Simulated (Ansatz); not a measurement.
We consider RuAl2 (Fddd, No. 70, 6 atoms in the cell; start mp-10910), described by PBEsol (PAW; Ansatz, a program for electronic structure).

Numerical settings: plane-wave cutoff 520 eV, 10×10×10 k mesh, Fermi–Dirac smearing 0.01 eV, no spin polarisation, scalar-relativistic PAW data made under PBE.

Cell (relaxed at this level):

```
Al2Ru
1.0
    0.00000     3.98763     4.38496
    2.35058     0.00000     4.38496
    2.35058     3.98763     0.00000
Al Ru
4 2
Direct
  0.07895   0.42105   0.07895
  0.42105   0.07895   0.42105
  0.17105   0.82895   0.17105
  0.82895   0.17105   0.82895
  0.75000   0.75000   0.75000
  0.50000   0.50000   0.50000
```

Question: Estimate the band gap, smallest direct gap on the k points sampled and direct gap at Γ that the calculation returns.

Answer: 
band gap: 0.08 eV
smallest direct gap on the k points sampled: 1.23 eV
direct gap at Γ: 1.68 eV

Spin–orbit coupling is not included; it can close the smallest gap of 0.08 eV.

Computed values are for the static lattice.

It cost around 40 core-seconds (rough) of CPU time.

A start named mp-… is a Materials Project structure, which need not be a measured phase.
